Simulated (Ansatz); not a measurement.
**Worked example: self-consistent single point of InPd (Pm-3m, 2 atoms in the cell) in Ansatz (a first-principles code)**

Method: PBEsol, default PAW files made with PBE (plane waves; Ansatz).

This input was run:

Ansatz 0.2 input:
```yaml
crystal:
  lattice:
    - [3.222147, 0.000000, 0.000000]
    - [0.000000, 3.222147, 0.000000]
    - [0.000000, 0.000000, 3.222147]
  atoms:
    - { symbol: In, position: [0.000000, 0.000000, 0.000000] }
    - { symbol: Pd, position: [0.500000, 0.500000, 0.500000] }
kpoints:
  mp_grid: { grid: [13, 13, 13] }
hamiltonian:
  xc: pbesol
  pseudopotentials: { kind: paw }
scf:
  occupations: { method: cold, width: 0.1 }
output:
  forces: true
  eigenvalues: true
  stress: true
```

The program printed (abridged):

```
WARN basis.ecutwfc = 420 eV, the default
WARN ansatz: RAYON_NUM_THREADS=1 ignored (pool sized by the plan → 1); use --threads N
Pseudopotentials: kind: paw
Pseudopotential: In, paw, valence charge 13
Pseudopotential: Pd, paw, valence charge 18
Crystal: 2 atoms, lattice volume = 33.453 Å³
Basis set: ecut = 420 eV, 619 PW (Γ), exchange–correlation on 48×48×48 points (8 copies of the dense FFT grid, shifted against one another)
Bands: 20, of which v1, the nominal top of the filled ones, is band 16 counted from 1 (15 counted from 0)
Symmetry: 48 space group operations
Space group: Pm-3m (ITA 221), of the structure as read, at distance tolerance 3.2e-5 Å
k-points: 84 of 2197
PAW frozen core: In, regenerated for the run's functional, and the local potential with it
PAW frozen core: Pd, regenerated for the run's functional, and the local potential with it
Initial density: superposition of atomic densities (neutral atoms: chi_scale 0, normalization atom), corrected by the library's trained network
Initial wavefunctions: pseudopotential atomic-orbital guess
Eigensolver: davidson
Functional: x = pbesol(κ = 0.804, μ = 0.12345679012345678), c = pbesol(β = 0.046)
SCF iter   1: F=—  HF=-12433.114878 eV  |F-HF|=—  |Δ(HF+E_count)|=         —  Δρ=8.18e-3  dr2=2.28e-2  ethr=1.77e-3  ⟨swp⟩=5.8  Hψ=7500  notcnv=0
all-band conjugate gradients solve this SCF's bands
preconditioner: auto → none
SCF iter   2: F=—  HF=-12433.111087 eV  |F-HF|=—  |Δ(HF+E_count)|=   3.79e-3  S|Δr|=    0.00e0  Δρ=3.89e-3  dr2=5.94e-3  ethr=7.35e-5  ⟨swp⟩=1.7  Hψ=2585  notcnv=0
SCF iter   3: F=—  HF=-12433.109754 eV  |F-HF|=—  |Δ(HF+E_count)|=   1.33e-3  S|Δr|=    0.00e0  Δρ=4.37e-4  dr2=5.60e-5  ethr=1.92e-5  ⟨swp⟩=2.0  Hψ=2003  notcnv=0  defer=2
SCF iter   4: F=—  HF=-12433.109742 eV  |F-HF|=—  |Δ(HF+E_count)|=   1.12e-5  S|Δr|=    0.00e0  Δρ=1.37e-4  dr2=5.64e-6  ethr=1.81e-7  ⟨swp⟩=2.1  Hψ=2426  notcnv=0  defer=2
SCF iter   5: F=—  HF=-12433.109740 eV  |F-HF|=—  |Δ(HF+E_count)|=   1.99e-6  S|Δr|=    0.00e0  Δρ=2.45e-5  dr2=1.22e-7  ethr=1.82e-8  ⟨swp⟩=2.0  Hψ=2577  notcnv=0  defer=2
SCF iter   6: F=-12433.109740 eV  HF=-12433.109740 eV  |F-HF|=1.06e-9  |Δ(HF+E_count)|=   5.76e-9  S|Δr|=    0.00e0  Δρ=2.56e-6  dr2=1.40e-9  ethr=3.23e-10  ⟨swp⟩=6.1  Hψ=6700  notcnv=0
SCF 1 converged in 6 iterations: F = -12433.109740 eV  dr2 = 1.40e-9
SCF converged after 6 iterations
Stability not checked (fill_not_monotonic)
Free energy (F): -12433.109740 eV
Harris-Foulkes:  -12433.109740 eV  (|F-HF|=1.06e-9)
Internal energy: -12433.108694 eV  (E = F + TS)
E sigma→0 (E₀):  -12433.109392 eV
Entropy (-TS):   -0.001046 eV (-0.523 meV/atom)
Fermi energy:    17.670342 eV
--- Per-component energies (eV) ---
  E_band       = -121.492204
  E_kinetic    = 761.988258
  E_local      = -2809.487885  (includes V_loc(G=0)·N_el)
  E_nonlocal   = 588.598727
  E_hartree    = 1143.517139
  E_xc         = -382.697412
  E_vxc        = -313.265147  (∫ρ·V_xc dr)
  E_paw        = -7771.389481  (= ΣΔE_a)
  E_vpaw       = -636.362936  (= ΣTr[D̂ρ^β])
  E_aug_tail   = 0.000246  (compensation charges beyond the density's cutoff)
  E_ewald      = -3964.176712
  E_core_change = 0.538427  (= ΣΔE_core)
  E_smearing   = -0.001046  (= −TS)
  E_closure    = -0.000000  (closes the sum)
  Σ components = -12433.109740   (vs F -12433.109740, Δ=0.00e0)
--- Forces (eV/Å), atoms counted from 1 ---
  atom   1  In    -0.00000000     0.00000000     0.00000000
  atom   2  Pd     0.00000000    -0.00000000     0.00000000
  max |Σ_I F_I| component: 1.72e-28 eV/Å
--- Stress (GPa, compression-positive) ---
        3.365476       0.000000       0.000000
       -0.000000       3.365476       0.000000
        0.000000       0.000000       3.365476
  P = ⅓ Tr σ = 3.3655 GPa (33.655 kbar)
  The stress holds the Pulay correction. Without it, at fixed plane waves, as pw.x and ABINIT print it: P = 3.2934 GPa
--- Band table (eV; the first three rows and the last of 84) ---
  k-point 0: bands = ["-67.0024", "-32.7688", "-32.7688", "-32.7688", "2.5825", "2.5825", "3.0549", "3.0549", "3.0549", "7.0927", "13.5461", "13.5461", "15.2118", "15.2118", "15.2118", "21.8384", "21.8384", "21.8384", "27.5449", "28.4974"]
  k-point 1: bands = ["-67.0023", "-32.7711", "-32.7686", "-32.7686", "2.5866", "2.6057", "3.0479", "3.0479", "3.0571", "7.1908", "13.5455", "13.5637", "15.1325", "15.1325", "15.2064", "21.1724", "22.0407", "22.0407", "27.8121", "28.4523"]
  k-point 2: bands = ["-67.0020", "-32.7773", "-32.7682", "-32.7682", "2.5980", "2.6696", "3.0287", "3.0287", "3.0633", "7.4844", "13.5438", "13.5920", "14.9280", "14.9280", "15.1916", "19.7927", "22.6136", "22.6136", "27.9284", "28.3235"]
  k-point 83: bands = ["-66.9967", "-32.8005", "-32.8005", "-32.8005", "2.7417", "2.7470", "2.7470", "3.2911", "3.2911", "12.3274", "12.4533", "12.4533", "15.8174", "15.8174", "17.7725", "20.2921", "21.1197", "21.1197", "22.5955", "22.5955"]
```

The run converged in 6 iterations.

The starting cell comes from a database of computed structures (which also holds hypothetical and non-ambient phases and stackings), without a prior relaxation at this level. Its lattice was rescaled by a random factor within 2.5 % of one. Spin polarisation is off. With a pressure of about 3 GPa the cell is away from its equilibrium volume at this level. Ansatz's pressure includes its estimate of the finite-basis (Pulay) stress.
